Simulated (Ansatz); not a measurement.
Subject: the surface energy of the Ge32F8 slab, the mean of its two faces, with the listed reservoirs for the atoms in excess. Reaction: 32 Ge (diamond) + 4 F2 (gas) → cell A.

Cell A: a slab of composition Ge32F8 built on Ge (diamond, Fd-3m) (100), with 24 atoms on that crystal's sites, 40 atoms, square cell of 8.15 Å (66.4 Å²), symmetry P2/m within 0.02 Å, 13.0 Å thick under 16 Å of vacuum, in-plane vectors held at the crystal's; planes from bottom to top: F4 | Ge4 × 8 | F4; foreign atoms: eight times F bound to 1 Ge at 1.76 Å; spin state with PBE: run without spin, k-point mesh 3×3×1.
```yaml
crystal:
  lattice:
    - [8.14838, 0.00000, 0.00000]
    - [0.00000, 8.14838, 0.00000]
    - [0.00000, 0.00000, 28.86692]
  atoms:
    - { symbol: Ge, position: [0.00000, 0.09463, 0.33238] }
    - { symbol: Ge, position: [0.00000, 0.41008, 0.33359] }
    - { symbol: Ge, position: [0.50000, 0.09463, 0.33238] }
    - { symbol: Ge, position: [0.50000, 0.41008, 0.33359] }
    - { symbol: Ge, position: [0.25000, 0.00975, 0.37467] }
    - { symbol: Ge, position: [0.25000, 0.48936, 0.37719] }
    - { symbol: Ge, position: [0.75000, 0.00975, 0.37467] }
    - { symbol: Ge, position: [0.75000, 0.48936, 0.37719] }
    - { symbol: Ge, position: [0.25000, 0.24500, 0.42997] }
    - { symbol: Ge, position: [0.25000, 0.75362, 0.42199] }
    - { symbol: Ge, position: [0.75000, 0.24500, 0.42997] }
    - { symbol: Ge, position: [0.75000, 0.75362, 0.42199] }
    - { symbol: Ge, position: [0.00000, 0.24584, 0.47817] }
    - { symbol: Ge, position: [0.00000, 0.75377, 0.47243] }
    - { symbol: Ge, position: [0.50000, 0.24584, 0.47817] }
    - { symbol: Ge, position: [0.50000, 0.75377, 0.47243] }
    - { symbol: Ge, position: [0.00000, 0.99623, 0.52757] }
    - { symbol: Ge, position: [0.00000, 0.50416, 0.52183] }
    - { symbol: Ge, position: [0.50000, 0.99623, 0.52757] }
    - { symbol: Ge, position: [0.50000, 0.50416, 0.52183] }
    - { symbol: Ge, position: [0.25000, 0.99638, 0.57801] }
    - { symbol: Ge, position: [0.25000, 0.50500, 0.57003] }
    - { symbol: Ge, position: [0.75000, 0.99638, 0.57801] }
    - { symbol: Ge, position: [0.75000, 0.50500, 0.57003] }
    - { symbol: Ge, position: [0.25000, 0.26064, 0.62281] }
    - { symbol: Ge, position: [0.25000, 0.74025, 0.62533] }
    - { symbol: Ge, position: [0.75000, 0.26064, 0.62281] }
    - { symbol: Ge, position: [0.75000, 0.74025, 0.62533] }
    - { symbol: Ge, position: [0.00000, 0.33992, 0.66641] }
    - { symbol: Ge, position: [0.00000, 0.65537, 0.66762] }
    - { symbol: Ge, position: [0.50000, 0.33992, 0.66641] }
    - { symbol: Ge, position: [0.50000, 0.65537, 0.66762] }
    - { symbol: F, position: [0.00000, 0.01990, 0.27515] }
    - { symbol: F, position: [0.00000, 0.48776, 0.27663] }
    - { symbol: F, position: [0.50000, 0.01990, 0.27515] }
    - { symbol: F, position: [0.50000, 0.48776, 0.27663] }
    - { symbol: F, position: [0.00000, 0.26224, 0.72337] }
    - { symbol: F, position: [0.00000, 0.73010, 0.72485] }
    - { symbol: F, position: [0.50000, 0.26224, 0.72337] }
    - { symbol: F, position: [0.50000, 0.73010, 0.72485] }
```

Reference: Ge (diamond, Fd-3m), 8 atoms in the cell, the relaxed perfect crystal repeated, atoms not moved again, k-point mesh 3×3×8 on the run's own vectors.

Reference: an isolated F2 molecule (singlet) in a box of 11 × 11 × 13 Å.

All numbers come from Ansatz (an electronic-structure program), plane waves with PAW, its PAW set soft_1, cutoff 420 eV. The structures are at rest with PBE, within the held lattices. Neutral cells; Fermi-Dirac smearing of at most 0.05 eV in the solids, energies taken to zero width. Larger cells are relaxed from a start prepared with the learned potential CHGNet, on a coarser mesh till forces fall under 0.03 eV/Å, which some starts already meet. A dispersion term (D3(BJ), or D4 for r2SCAN) was computed beside these levels and is taken off wherever the name lacks it. Space groups of crystals are read within 0.01 Å. No zero-point or thermal terms. No structure search was made; lower ones may exist. Values are for these cell sizes. Cell A has symmetry P2/m within 0.02 Å and got no random move, so less symmetric positions, which may lie lower, weren't tried.

Problem. What is the computed value (PBE)?

Solution. -2.49 J/m², for 32 Ge (diamond) + 4 F2 (gas) → cell A.
